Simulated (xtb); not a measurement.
xtb 6.7.1, GFN2-xTB: Cc1cc(-c2scc3c2OCCO3)sc1-c1ccc2cc(C(C)(C)C)ccc2c1, 53 atoms. The geometry is a generated start, not checked to be a minimum at this level.

run flags: --grad
method: GFN2-xTB
--acc: 1 (default)
--etemp (K): 300 (default)
basis functions: 152
valence electrons: 148

One run each on 1 thread. Values of broydamp tried: 0.02, 0.05, 0.1, 0.2, 0.4 (default), 0.6, 0.8, 1.

**Question.** Which value of broydamp needs the fewest SCC iterations, and what happens away from it?

**Answer.** Fewest SCC iterations, within one of each other: 0.2 with 13, 0.4 (default) with 12, 0.6 with 13. The count rises to 20 at 0.02. All converge to one solution.

| broydamp | SCC iterations | end |
|---|---|---|
| 0.02 | 20 | same solution |
| 0.05 | 17 | same solution |
| 0.1 | 15 | same solution |
| 0.2 | 13 | same solution |
| 0.4 (default) | 12 | same solution |
| 0.6 | 13 | same solution |
| 0.8 | 14 | same solution |
| 1 | 14 | same solution |
